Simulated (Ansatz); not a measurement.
# Hf2Si (I4/mcm, No. 140, 6 atoms in the cell; start mp-9938)

Method: LDA in Ansatz (plane waves, PAW).

Settings: plane-wave cutoff 520 eV, 14×14×14 k mesh, Fermi–Dirac smearing 0.05 eV, scalar-relativistic PAW data made under PBE.

Cell (relaxed at this level):

```cif
data_Hf8Si4
_chemical_formula_sum 'Hf8 Si4'
_space_group_name_H-M_alt 'I4/mcm'
_space_group_IT_number 140
_space_group_name_Hall '-I 4 2c'
_cell_length_a 6.44665
_cell_length_b 6.44665
_cell_length_c 5.10653
_cell_angle_alpha 90.000
_cell_angle_beta 90.000
_cell_angle_gamma 90.000
loop_
_atom_site_label
_atom_site_type_symbol
_atom_site_symmetry_multiplicity
_atom_site_Wyckoff_symbol
_atom_site_fract_x
_atom_site_fract_y
_atom_site_fract_z
_atom_site_occupancy
Hf1 Hf 8 h 0.15665 0.34335 0.00000 1
Si1 Si 4 a 0.00000 0.00000 0.25000 1
```
(The calculation used a cell of 6 atoms; values per cell refer to that cell.)

```json
{
 "band_gap": "zero (no gap)",
 "bulk modulus B0": "156 GPa"
}
```

Note: the relaxation could not lower the start's symmetry, so the cell can be a saddle point above a distorted one; the bulk modulus is −V dP/dV from two relaxed cells at ±2 % in volume.

Spin–orbit coupling is not included; it can open a gap where bands touch, and shift volumes and moduli.

A start named mp-… is a Materials Project structure, which need not be a measured phase.

Ansatz is a first-principles code.
